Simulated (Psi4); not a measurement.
Psi4 1.11, B3LYP/def2-svp: Zn(I)2 ([I][Zn][I]), 3 atoms. The geometry is a generated start, not checked to be a minimum at this level.

- task = gradient
- method = b3lyp
- basis = def2-svp
- memory = 7 GB
- scf_type = df (default)
- guess = auto, which took SAD (default)
- diis_max_vecs = 10 (default)
- scf_initial_accelerator = adiis (default)
- e_convergence = 1e-08 (default)
- d_convergence = 1e-08 (default)
- effective core potentials = those of the basis set, past Kr
- basis functions (reference run) = 83
- grid points (reference run) = 534587

```xyz
3

Zn     0.0099     0.0001    -0.0004
I     -0.2054     1.9067    -1.5197
I      0.1955    -1.9068     1.5201
```
Charge 0, spin multiplicity 1.

Differences are taken against the run with dft_radial_points = 200, dft_spherical_points = 974, dft_pruning_scheme = none (default); no run here is proven converged. One run each, on a shared machine, so no times are given.

Settings tried, all else as in the reference:
- dft_radial_points = 35, dft_spherical_points = 110
- dft_radial_points = 99, dft_spherical_points = 590, dft_pruning_scheme = robust
- dft_radial_points = 75 (default), dft_spherical_points = 434
- dft_radial_points = 50, dft_spherical_points = 194
- dft_radial_points = 75 (default), dft_spherical_points = 302 (default), dft_pruning_scheme = treutler
- dft_radial_points = 99, dft_spherical_points = 590
- dft_radial_points = 75 (default), dft_spherical_points = 302 (default), dft_pruning_scheme = robust
- dft_radial_points = 150, dft_spherical_points = 770
- dft_radial_points = 25, dft_spherical_points = 50
- dft_radial_points = 75 (default), dft_spherical_points = 302 (default)
- dft_radial_points = 99, dft_spherical_points = 590, dft_pruning_scheme = treutler

Problem. Sort the settings: which keep to the reference within 10 meV/atom in energy, 100 meV/Å in forces (largest component), and which don't?

Solution. Within it: dft_radial_points = 99, dft_spherical_points = 590; dft_radial_points = 99, dft_spherical_points = 590, dft_pruning_scheme = robust; dft_radial_points = 150, dft_spherical_points = 770; dft_radial_points = 75 (default), dft_spherical_points = 434; dft_radial_points = 99, dft_spherical_points = 590, dft_pruning_scheme = treutler; dft_radial_points = 75 (default), dft_spherical_points = 302 (default); dft_radial_points = 75 (default), dft_spherical_points = 302 (default), dft_pruning_scheme = robust; dft_radial_points = 75 (default), dft_spherical_points = 302 (default), dft_pruning_scheme = treutler; dft_radial_points = 50, dft_spherical_points = 194. Outside: dft_radial_points = 35, dft_spherical_points = 110; dft_radial_points = 25, dft_spherical_points = 50.

| setting | grid points | energy against the reference | difference in forces (largest component) |
|---|---|---|---|
| the reference | 534587 | — | — |
| dft_radial_points = 99, dft_spherical_points = 590 | 161690 | −0.0016 meV/atom | 0.68 meV/Å |
| dft_radial_points = 99, dft_spherical_points = 590, dft_pruning_scheme = robust | 144844 | −0.0030 meV/atom | 0.69 meV/Å |
| dft_radial_points = 150, dft_spherical_points = 770 | 318096 | −0.018 meV/atom | 0.97 meV/Å |
| dft_radial_points = 75 (default), dft_spherical_points = 434 | 91218 | +0.21 meV/atom | 1.1 meV/Å |
| dft_radial_points = 99, dft_spherical_points = 590, dft_pruning_scheme = treutler | 135028 | −0.21 meV/atom | 2.2 meV/Å |
| dft_radial_points = 75 (default), dft_spherical_points = 302 (default) | 63624 | −0.077 meV/atom | 5.6 meV/Å |
| dft_radial_points = 75 (default), dft_spherical_points = 302 (default), dft_pruning_scheme = robust | 56610 | −0.078 meV/atom | 5.6 meV/Å |
| dft_radial_points = 75 (default), dft_spherical_points = 302 (default), dft_pruning_scheme = treutler | 53706 | −0.27 meV/atom | 6.9 meV/Å |
| dft_radial_points = 50, dft_spherical_points = 194 | 27391 | −1.6 meV/atom | 14 meV/Å |
| dft_radial_points = 35, dft_spherical_points = 110 | 10892 | −160 meV/atom | 53 meV/Å |
| dft_radial_points = 25, dft_spherical_points = 50 | 3564 | +880 meV/atom | 270 meV/Å |

Total energies are compared; such shifts often cancel in part in energy differences. The gradients leave out the derivatives of the grid weights. No test of the SCF solution's stability was run. The tolerance is a choice made for this comparison.
